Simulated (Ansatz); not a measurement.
The parent structure is MoSi₂ (space group I4/mmm, No. 139; a = 3.217 Å, c = 7.873 Å).

Levels (all Ansatz, an electronic-structure program, PAW, earlier PAW set): PBE (420 eV, no SOC); r2SCAN (500 eV, without spin-orbit coupling).

Levels that relaxed their own cell: PBE and r2SCAN.

```tsv
level	lattice parameter a	lattice parameter c
PBE	3.217 Å	7.873 Å
r2SCAN	3.202 Å	7.819 Å
```

Measured: lattice parameter a 3.20519 Å (temperature not stated; as listed in Orest Pavlosiuk et al., Phys. Rev. B (2022)); lattice parameter c 7.84461 Å (temperature not stated; as listed in Orest Pavlosiuk et al., Phys. Rev. B (2022)).

Computed minus measured — lattice parameter a: PBE +0.4 %, r2SCAN -0.1 % (closest: r2SCAN); lattice parameter c: PBE +0.4 %, r2SCAN -0.3 %. Measured values not marked as corrected hold thermal and zero-point effects that the static-lattice runs lack.

No phonon test of stability was made. All final runs are without spin polarisation.
